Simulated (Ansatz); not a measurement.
Consider BN (space group P6_3/mmc, No. 194; a = 2.5005 Å, c = 6.4117 Å; layered, stacked along the Cartesian z axis). Axes: x lies along a and z along c of the hexagonal cell.

Calculations: PBEsol-D3(BJ)/PAW in Ansatz (a program for electronic structure), no spin-orbit coupling.

For the base:

* **Smallest direct gap**: 4.49 eV

One thing is altered: the cell is compressed by 2.40 % along x with no lateral relaxation, atoms relaxed at fixed cell.

Task: Estimate the effect on the smallest direct gap and energy relative to the base.

Result: The smallest direct gap increases by 0.06 eV (4.49 eV → 4.55 eV); the energy rises by 15 meV/atom.

The cells carry an imposed strain or load. Stability against distortions was not tested.
